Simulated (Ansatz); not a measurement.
## C on the O site (alpha quartz host)

Method: PBE, PAW (plane waves to 420 eV; Ansatz, a quantum-chemistry and plane-wave program). Cell: 243 sites, 3×3×3 repeats of a cell of 9 atoms; final energies on a Γ-point mesh. Site at the start: the O site. Finite-size correction: monopole term and site-potential alignment. Dielectric constants: PBE linear response of the host. Host gap at this level: 5.68 eV. Finite-size and sampling errors can reach tenths of an eV here. The semilocal functional narrows the gap, so deep levels can fall outside it. Spin–orbit coupling is left out. Each state is the lowest found from its start.

Formation energies E_f are given with the Fermi level at the valence-band maximum. Chemical conditions: O-rich (Δμ(O) = 0.00 eV, Δμ(C) = -4.05 eV, bounded by CO2 (Pa-3); only phases computed here count, gases as isolated molecules at 0 K); Si-rich (Δμ(O) = -4.16 eV, Δμ(C) = -0.41 eV, bounded by 6H silicon carbide; only phases computed here count, gases as isolated molecules at 0 K). Reference phases: C: graphite, O: O2 molecule in a box.

Charges with a result: 0, −1, −2. Others weren't obtained, and one of them could lie lower, also by skipping a charge.

```
charge         moment (μB)  point group  largest move off a lattice site (Å)  image correction with alignment (eV)  E_f, O-rich (eV)  E_f, Si-rich (eV)  above the lowest spin state (eV)
------  ------------------  -----------  -----------------------------------  ------------------------------------  ----------------  -----------------  --------------------------------
0                      2.0           C1                                 0.22                                  0.00             12.03               4.22                              0.00
0       not spin-polarised           C1                                 0.33                                  0.00             13.06               5.25                              1.03
−1                     1.0           C1                                 0.39                                  0.28             15.73               7.92                              0.00
−2      not spin-polarised           C1                                 0.64                                  1.11             21.13              13.32                              0.00
```

Point groups are those of the whole cell at tolerances of 0.03 and 0.1 Å ("near" where only the looser one holds); none is given for unsettled states.

Transition levels above the valence-band maximum: ε(0/−1) = 3.70 eV; ε(−1/−2) = 5.40 eV. On the lower envelope of the bound states, inside the gap: (0/−1) at 3.70 eV; (−1/−2) at 5.40 eV.

Flagged in the runs: a host whose relaxation on this sampling wasn't shown to rest, a strain field that reaches the edge of the cell, zone-centre sampling.

All states together cost around 4 core-hours (rough).
